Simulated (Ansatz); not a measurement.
Abridged Ansatz (a program for electronic structure) output:

```
Relaxation: its limit of steps is 60 (relax.max_steps)
Pseudopotential: Ti, paw, valence charge 12
Pseudopotential: B, paw, valence charge 3
Crystal: 3 atoms, lattice volume = 24.723 Å³
Basis set: ecut = 500 eV, 635 PW (Γ), exchange–correlation on 96×96×96 points (64 copies of the dense FFT grid, shifted against one another)
Bands: 13, of which v1, the nominal top of the filled ones, is band 9 counted from 1 (8 counted from 0)
Symmetry: 24 space group operations
k-points: 296 of 4536
Functional: x = r2scan, c = r2scan; τ floored in thin density (d = 2e-4 eV/Å³)
SCF iter   1: F=—  HF=-2821.807457 eV  |F-HF|=—  |Δ(HF+E_count)|=         —  Δρ=1.11e-1  dr2=4.65e0  dr2_τ=5.80e-1  ethr=3.10e-3  ⟨swp⟩=5.0  Hψ=18599  notcnv=0
SCF iter   2: F=—  HF=-2820.907915 eV  |F-HF|=—  |Δ(HF+E_count)|=   9.00e-1  Δρ=3.83e-2  dr2=5.87e-1  dr2_τ=1.93e-2  ethr=3.10e-3  ⟨swp⟩=2.9  Hψ=10300  notcnv=0
SCF 1 converged in 7 iterations: F = -2820.817434 eV  dr2 = 3.19e-8
relax step   1: F+E_penalty+E_count = -2820.81743377 eV  Δ(F+E_penalty+E_count) = +0.000e0 eV  max|allowed force component| = 1.049e-16 eV/Å  Δτ_max = 0.0000 Å  P = +8.996 GPa  Ω = 24.723 Å³  (7 SCF iters, dr2 threshold 1.00e-7 eV, accepted)
[... steps on the carried basis left out ...]
relax step   6: F+E_penalty+E_count = -2820.75805363 eV  Δ(F+E_penalty+E_count) = +3.574e-4 eV  max|allowed force component| = 2.899e-16 eV/Å  Δτ_max = 0.0000 Å  P = +17.993 GPa  Ω = 24.012 Å³  stress off target by 6.83e-3 GPa  SCF on the basis re-selected at this cell (its energy is not comparable with the rows above)  (6 SCF iters)
SCF converged after 6 iterations
Free energy (F): -2820.758054 eV
Internal energy: -2820.755524 eV  (E = F + TS)
E sigma→0 (E₀):  -2820.756789 eV
Entropy (-TS):   -0.002530 eV (-0.843 meV/atom)
Fermi energy:    16.363142 eV
--- Forces (eV/Å), atoms counted from 1 ---
  atom   1  Ti    -0.00000000     0.00000000     0.00000000
  atom   2  B      0.00000000    -0.00000000    -0.00000000
  atom   3  B     -0.00000000     0.00000000     0.00000000
--- Stress (GPa, compression-positive) ---
       17.993336       0.000000      -0.000000
        0.000000      17.993336      -0.000000
       -0.000000      -0.000000      17.993170
  P = ⅓ Tr σ = 17.9933 GPa (179.933 kbar)
--- Relaxed structure (5 steps of the walk, 5 accepted, 1 SCFs on fresh bases) ---
  cell:  # Å, volume = 24.0123 Å³
    - [2.9710247590279426, 0.0, 0.0]
    - [-1.4855123795139713, 2.5729829165907385, 0.0]
    - [0.0, 0.0, 3.14116115763397]
  atoms:
    - { symbol: Ti, position: [5.356321402459255e-36, 2.060001238641366e-51, 0.0] }
    - { symbol: B, position: [0.3333333333333333, 0.6666666666666666, 0.5] }
    - { symbol: B, position: [0.6666666666666666, 0.3333333333333333, 0.5] }
```

Problem. What was computed, and what are the main results?

Solution. TiB2, 3 atoms in the cell, with r2SCAN (Ansatz; PAW; 500 eV plane waves; without spin-orbit coupling), earlier PAW set, from a series relaxed to a target (pressure 18 GPa). The last SCF converged to F = -2820.758054 eV, or -940.2527 eV per atom, at a pressure of 17.99 GPa. The total energy compares only with runs of the same code, potentials and settings.

Load acts through the strain it causes; cell and atoms are relaxed under it. Stability against distortions was not tested. No other phases were tried under pressure. All final runs are without spin polarisation. The cell was made from TiB2 (space group P6/mmm, No. 191) by this change: pressure 18 GPa.

Keys are those of Ansatz 0.2.
